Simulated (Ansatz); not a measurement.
Take TiO₂ in the anatase structure (space group I4_1/amd, No. 141) as the base.

```
TiO2
1.0
   -1.86967     1.86967     4.72754
    1.86967    -1.86967     4.72754
    1.86967     1.86967    -4.72754
Ti O
2 4
Direct
  0.75000   0.25000   0.50000
  0.00000   0.00000   0.00000
  0.54202   0.04202   0.50000
  0.79202   0.79202   0.00000
  0.20798   0.20798   0.00000
  0.95798   0.45798   0.50000
```

Cartesian axes are those of the cell as printed.

Computed with Ansatz (a quantum-chemistry and plane-wave program), LDA, PAW, cutoff 420 eV, scalar-relativistic without spin-orbit coupling.

Before the change:

The band gap is 2.08 eV and the pressure is 0.00 GPa.

One thing is altered: the cell is stretched by 3.00 % along x with no lateral relaxation; the atoms relax in the strained cell.

### Question
Estimate the effect on the energy relative to the base.

### Answer
The energy increases by 11 meV/atom.

### Question
Predict the new largest internal atomic displacement.

### Answer
The largest internal atomic displacement comes out as 0.028 Å.

### Question
How does this affect the band gap?

### Answer
The band gap shrinks by 0.06 eV, from 2.08 eV to 2.02 eV.

### Question
What does the calculation give for the pressure after the change?

### Answer
The pressure (mean of the normal stresses, compression positive) goes from zero to -6.25 GPa.

Whether these cells are dynamically stable was not tested. The final runs are not spin-polarised.
